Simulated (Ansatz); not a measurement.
Consider this model of amorphous Si$_{30}$N$_{42}$Ca$_{3}$.

```xyz
75
Lattice="9.5106 -0.3050 -0.0127 -0.3050 9.7499 -0.0090 -0.0127 -0.0090 9.3819" Properties=species:S:1:pos:R:3 pbc="T T T"
Si     6.7387     2.7934     0.4774
Si     0.3806     8.3362     4.0418
Si     4.3664     7.6983     1.3137
Si     4.6799     2.6102     2.7481
Si     2.1362     6.1207     0.2498
Si     5.8163     5.5861     9.1302
Si     5.6275     5.8687     6.1218
Si     3.1472     7.1071     4.2527
Si     0.8032     5.8014     2.6031
Si     8.9272     8.4849     6.9400
Si     8.4119     5.4327     4.7984
Si     9.1246     2.9169     9.0650
Si     1.7626     3.1488     1.7419
Si     3.5670     6.8528     7.2339
Si     8.8058     6.0986     9.2090
Si     0.7024     1.7606     6.4780
Si     7.3557     0.9462     7.4095
Si     7.0764     8.4424     0.1423
Si     8.1756     0.4632     4.6648
Si     5.2511     0.8389     5.1589
Si     4.1678     5.6553     2.5565
Si     2.3321     9.1481     6.1033
Si     8.5802     3.1442     2.8295
Si     0.0342     0.8315     2.0359
Si     6.0630     3.7727     4.4713
Si     2.3624     3.7505     8.2307
Si     0.4355     5.7378     7.2020
Si     6.6973     0.3750     2.2135
Si     5.1868     3.0591     7.3093
Si     2.3209     1.1369     3.9310
N      7.2530     6.6680     0.2253
N      0.8985     2.8796     7.8163
N      0.7015     4.0625     2.8270
N      5.1555     6.3349     7.7400
N      8.5034     1.3977     3.1762
N      0.9271     9.6938     2.9827
N      2.9875     2.2291     2.6540
N      2.8886     7.6389     0.5238
N      8.1091     3.4814     1.2239
N      2.3955     4.2762     0.5572
N      4.8489     6.0167     1.0578
N      3.5280     2.9611     7.3907
N      1.4253     2.0640     4.9963
N      1.8042     7.9540     4.9269
N      7.7128     1.9122     8.7428
N     -0.1406     7.3082     7.7435
N      7.7002     4.0254     4.0021
N      3.5784     0.3646     4.9543
N      5.8173     3.8502     8.8565
N      7.5060     9.0410     7.8972
N      9.0184     4.5916     8.4192
N      1.2002     0.1012     6.9885
N      5.7661     1.3421     6.8087
N      0.3008     5.2767     5.6390
N      4.4356     7.3811     3.0958
N      7.0049     6.3162     5.2686
N      2.4822     5.8706     3.1458
N      5.3272     2.2496     4.2689
N      8.6775     8.6832     5.0863
N      0.7603     1.9747     0.9480
N      5.8143     1.8383     1.6344
N      8.4567     1.3221     6.1347
N      7.8895     9.3099     1.4805
N      5.5807     8.8802     1.0331
N      2.1965     5.6833     7.8452
N      4.9410     4.3059     3.1697
N      0.5936     6.4214     1.0038
N      6.5296    -0.0348     4.0956
N      5.7408     4.1506     6.0922
N      3.2503     8.4909     7.3178
N      9.1889     6.4924     3.4812
N      3.9641     6.3527     5.5765
Ca     2.5861    -0.0398     9.0348
Ca     6.8499     7.4476     3.3114
Ca     2.2921     4.1614     4.9996
```

The numbers are results of PBE, scalar-relativistic without spin-orbit coupling (plane waves to 420 eV, PAW; Ansatz, a program for electronic structure), not measurements.

The cell was made by melting and quenching with the CHGNet potential and then relaxed with DFT. N atoms were pushed apart under 1.9 Å during the dynamics, to hinder bonds among them. The hot cell started wider than the set density and was brought back towards it in steps. It is the lowest in DFT energy of 2 quenches. It is a model cell: composition and starting density were chosen by hand, and all elements were melted together. No dispersion term was used. Its density started from a set value of 3.00 and ended at 2.96 g/cm³. Cooling (nominally 300 K/ps over its main leg) ran many orders faster than in experiment, which tends to leave more defects and strain. One small periodic cell is one sample of the glass; other quenches scatter about these values. Volume and shape were free in the relaxation.

Bonds are counted up to Si-Si 2.60 Å, Si-N 2.38 Å, Si-Ca 3.16 Å, N-N 1.70 Å, N-Ca 2.96 Å, Ca-Ca 3.87 Å. Two cations that share two anions don't count as bonded, nor two that share one unless they lie closer than Si-Si 2.38 Å, Si-Ca 3.07 Å, Ca-Ca 3.77 Å.

Question: Give the coordination numbers, mean bond lengths and angles.

Answer: 
The mean coordination of Si by anions is 4.07 (28 with 4, 2 with 5), the mean coordination of N is 3.26 (31 with 3, 11 with 4) and the mean coordination of Ca by anions is 5.00 (1 with 3, 2 with 6). The mean Si-N bond comes out as 1.773 Å (spread 0.085 Å, 122 counted). The mean N-Ca bond comes out as 2.539 Å (spread 0.219 Å, 15 counted), the bond angle at Si is mean 108.9°, spread 13.0° and the bond angle at N is mean 113.3°, spread 16.0°. The bond angle at Ca is mean 98.8°, spread 30.8°.

Question: Which atoms depart from the most common coordination of their element?

Answer: Si12 has 5 (N45 1.76 Å, N51 1.80 Å, N32 1.83 Å, N39 1.93 Å, N60 2.11 Å); Si28 has 5 (N61 1.80 Å, N63 1.85 Å, N64 1.89 Å, N68 1.93 Å, N35 2.29 Å); N33 has 4 (Si23 1.74 Å, Si9 1.76 Å, Si13 1.77 Å, Ca75 2.69 Å); N35 has 4 (Si24 1.78 Å, Si23 1.78 Å, Si19 1.79 Å, Si28 2.29 Å); N52 has 4 (Si16 1.81 Å, Si10 1.82 Å, Si22 1.82 Å, Ca73 2.48 Å); N55 has 4 (Si8 1.75 Å, Si3 1.81 Å, Si21 1.83 Å, Ca74 2.42 Å); N57 has 4 (Si9 1.77 Å, Si8 1.79 Å, Si21 1.80 Å, Ca75 2.53 Å); N59 has 4 (Si2 1.74 Å, Si19 1.78 Å, Si10 1.88 Å, Ca74 2.83 Å); N63 has 4 (Si24 1.74 Å, Si18 1.79 Å, Si28 1.85 Å, Ca74 2.81 Å); N65 has 4 (Si5 1.84 Å, Si27 1.88 Å, Si14 1.90 Å, Si26 1.98 Å); N68 has 4 (Si19 1.81 Å, Si20 1.88 Å, Si28 1.93 Å, Ca74 2.48 Å); N71 has 4 (Si9 1.75 Å, Si2 1.78 Å, Si11 1.86 Å, Ca74 2.53 Å); N72 has 4 (Si8 1.73 Å, Si14 1.78 Å, Si7 1.82 Å, Ca75 2.82 Å); Ca73 has 3 (N70 2.31 Å, N38 2.34 Å, N52 2.48 Å; N60 at 3.01 Å just beyond).

Question: List the pairs of like atoms that count as bonded by the rules above.

Answer: There are none by these rules.
